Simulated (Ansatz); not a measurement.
Results of r²SCAN+SOC in Ansatz (PAW) for Tl3AsS4 (Pnma, No. 62).

Numerical settings: plane-wave cutoff 560 eV, 4×4×4 k mesh, Fermi–Dirac smearing 0.01 eV, PAW data made under PBE.

Cell (measured lattice):

```cif
data_As4S16Tl12
_chemical_formula_sum 'Tl12 As4 S16'
_space_group_name_H-M_alt 'P 1'
_space_group_IT_number 1
_cell_length_a 8.89400
_cell_length_b 10.85500
_cell_length_c 9.07900
_cell_angle_alpha 90.000
_cell_angle_beta 90.000
_cell_angle_gamma 90.000
loop_
_space_group_symop_operation_xyz
  'x, y, z'
loop_
_atom_site_label
_atom_site_type_symbol
_atom_site_fract_x
_atom_site_fract_y
_atom_site_fract_z
_atom_site_occupancy
Tl1 Tl 0.06120 0.04940 0.19580 1
Tl2 Tl 0.43880 0.95060 0.69580 1
Tl3 Tl 0.56120 0.45060 0.30420 1
Tl4 Tl 0.93880 0.54940 0.80420 1
Tl5 Tl 0.93880 0.95060 0.80420 1
Tl6 Tl 0.56120 0.04940 0.30420 1
Tl7 Tl 0.43880 0.54940 0.69580 1
Tl8 Tl 0.06120 0.45060 0.19580 1
Tl9 Tl 0.38370 0.25000 0.89060 1
Tl10 Tl 0.11630 0.75000 0.39060 1
Tl11 Tl 0.88370 0.25000 0.60940 1
Tl12 Tl 0.61630 0.75000 0.10940 1
As1 As 0.28070 0.25000 0.47440 1
As2 As 0.21930 0.75000 0.97440 1
As3 As 0.78070 0.25000 0.02560 1
As4 As 0.71930 0.75000 0.52560 1
S1 S 0.30600 0.25000 0.23380 1
S2 S 0.19400 0.75000 0.73380 1
S3 S 0.80600 0.25000 0.26620 1
S4 S 0.69400 0.75000 0.76620 1
S5 S 0.00400 0.25000 0.93200 1
S6 S 0.49600 0.75000 0.43200 1
S7 S 0.50400 0.25000 0.56800 1
S8 S 0.99600 0.75000 0.06800 1
S9 S 0.15570 0.08690 0.53540 1
S10 S 0.34430 0.91310 0.03540 1
S11 S 0.65570 0.41310 0.96460 1
S12 S 0.84430 0.58690 0.46460 1
S13 S 0.84430 0.91310 0.46460 1
S14 S 0.65570 0.08690 0.96460 1
S15 S 0.34430 0.58690 0.03540 1
S16 S 0.15570 0.41310 0.53540 1
```

Predict the band gap and direct gap at Γ.


- band gap = 1.69 eV (on the SCF k mesh)
- direct gap at Γ = 1.79 eV

Measured, for comparison: band gap 2.06 ± 0.1 eV (temperature not stated, no zero-point or thermal correction, crystals; values from its Ref. 18; as tabulated in Spesyvykh et al. (2024), doi:10.15330/pcss.25.4.795-800). Computed (rounded) less measured: band gap -0.37 eV.

Note: cell and atoms aren't relaxed at this level (largest force component 0.13 eV/Å, pressure 0.7 GPa).

The computed numbers hold no vibrational or temperature effects.

Ansatz is an electronic-structure program.
